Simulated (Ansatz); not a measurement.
Take Zn in the hcp (Mg type) structure (space group P6_3/mmc, No. 194; relaxed with 0.1 eV smearing) as the base.

```xyz
2
Lattice="2.6129 0.0000 0.0000 -1.3065 2.2629 0.0000 0.0000 0.0000 4.7815" Properties=species:S:1:pos:R:3 pbc="T T T"
Zn     1.3065     0.7543     3.5861
Zn     0.0000     1.5086     1.1954
```

Cartesian axes are those of the cell as printed.

All numbers come from PBEsol (Ansatz, a first-principles code, PAW, spin-orbit coupling left out).

It is then changed as follows: uniaxial strain ε_zz = +2.50 %, all other strain components held at zero; the atoms relax in the strained cell.

Q: Predict the stress tensor and what it implies for the stiffness.

A: Stress of the strained cell less that of the base (GPa, compression positive):
```
   -1.3     0.0     0.0
    0.0    -1.3     0.0
    0.0     0.0    -2.0
```

Then −Δσ_ii/ε with ε = 0.0250 gives secant stiffness values (nonlinear terms included at this strain): C33 ≈ 80 GPa, C13 ≈ 54 GPa and C23 ≈ 54 GPa.

Whether these cells are dynamically stable was not tested.
